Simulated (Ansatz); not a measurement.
Abridged Ansatz (a program for electronic structure) output:

```
Relaxation: its limit of steps is 50 (relax.max_steps)
Pseudopotential: B, paw, valence charge 3
Pseudopotential: P, paw, valence charge 5
Crystal: 2 atoms, lattice volume = 23.810 Å³
Basis set: ecut = 420 eV, 483 PW (Γ), exchange–correlation on 48×48×48 points (8 copies of the dense FFT grid, shifted against one another)
Bands: 8, of which v1, the nominal top of the filled ones, is band 4 counted from 1 (3 counted from 0)
Symmetry: 6 space group operations
k-points: 231 of 2197 (time reversal used)
Functional: x = pbesol(κ = 0.804, μ = 0.12345679012345678), c = pbesol(β = 0.046)
SCF iter   1: F=—  HF=-893.560725 eV  |F-HF|=—  |Δ(HF+E_count)|=         —  Δρ=4.52e-3  dr2=6.11e-3  ethr=1.77e-3  ⟨swp⟩=6.0  Hψ=17207  notcnv=0
SCF iter   2: F=—  HF=-893.559353 eV  |F-HF|=—  |Δ(HF+E_count)|=   1.37e-3  Δρ=1.64e-3  dr2=7.25e-4  ethr=7.64e-5  ⟨swp⟩=2.1  Hψ=4370  notcnv=0
SCF 1 converged in 6 iterations: F = -893.559185 eV  dr2 = 2.76e-8
relax step   1: F+E_penalty+E_count = -893.55918521 eV  Δ(F+E_penalty+E_count) = +0.000e0 eV  max|allowed force component| = 2.805e-1 eV/Å  Δτ_max = 0.0000 Å  P = -4.698 GPa  Ω = 23.810 Å³  fix = [a, b, gamma]  reactions: a -8.831, b -8.831 GPa  (6 SCF iters, dr2 threshold 1.00e-7 eV, accepted)
[... steps on the carried basis left out ...]
relax step   6: F+E_penalty+E_count = -893.56232356 eV  Δ(F+E_penalty+E_count) = +8.647e-7 eV  max|allowed force component| = 1.208e-5 eV/Å  Δτ_max = 0.0000 Å  P = -5.784 GPa  Ω = 23.959 Å³  energy of the carried Pulay correction = -9.347e-7 eV  fix = [a, b, gamma]  reactions: a -8.676, b -8.676 GPa  (3 SCF iters, dr2 threshold 9.73e-10 eV, accepted)
Crystal: 2 atoms, lattice volume = 23.959 Å³
SCF iter   1: F=—  HF=-893.562324 eV  |F-HF|=—  |Δ(HF+E_count)|=         —  Δρ=1.67e-6  dr2=5.63e-10  ethr=1.63e-6  ⟨swp⟩=2.4  Hψ=22194  notcnv=0
SCF iter   2: F=—  HF=-893.562324 eV  |F-HF|=—  |Δ(HF+E_count)|=   3.05e-7  Δρ=1.29e-6  dr2=4.29e-10  ethr=7.04e-12  ⟨swp⟩=3.8  Hψ=3970  notcnv=0
SCF 7 converged in 7 iterations: F = -893.562324 eV  dr2 = 2.58e-13
SCF converged after 7 iterations
Free energy (F): -893.562324 eV
Internal energy: -893.562324 eV  (E = F + TS)
E sigma→0 (E₀):  -893.562324 eV
Entropy (-TS):   -0.000000 eV (-0.000 meV/atom)
Fermi energy:    9.467660 eV
--- Forces (eV/Å), atoms counted from 1 ---
  atom   1  B      0.00000000    -0.00000000    -0.00000804
  atom   2  P      0.00000000    -0.00000000     0.00000809
--- Stress (GPa, compression-positive) ---
       -8.676115      -0.000000      -0.000000
       -0.000000      -8.676115      -0.000000
       -0.000000      -0.000000      -0.000074
  P = ⅓ Tr σ = -5.7841 GPa (-57.841 kbar)
--- Relaxed structure (5 steps of the walk, 5 accepted, 2 SCFs on fresh bases) ---
  cell:  # Å, volume = 23.9591 Å³
    - [3.262740653024117, -4.8922950694178954e-30, 7.580886524574971e-19]
    - [1.6313703265120585, 2.825616291479114, 1.823500069013199e-11]
    - [1.6313703265120585, -0.941872097176476, 2.598807415133492]
  atoms:
    - { symbol: B, position: [0.0013967821796451337, -0.0006983910898225667, -0.002095173269467701] }
    - { symbol: P, position: [0.49860321782035455, 0.25069839108982256, 0.7520951732694678] }
```

Question: What was computed, and what are the main results?

Answer: BP, 2 atoms in the cell, with PBEsol in Ansatz (plane waves to 420 eV, PAW, without spin-orbit coupling). The last SCF converged to F = -893.562324 eV, or -446.7812 eV per atom, at a pressure of -5.78 GPa. The total energy compares only with runs of the same code, potentials and settings.

The cells carry an imposed strain or load. Whether these cells are dynamically stable was not tested. The cell was made from BP in the zinc blende structure (space group F-43m, No. 216) by this change: biaxial strain +2.08 %, plane normal [111], relaxed out of plane.

Keys are those of Ansatz 0.2.
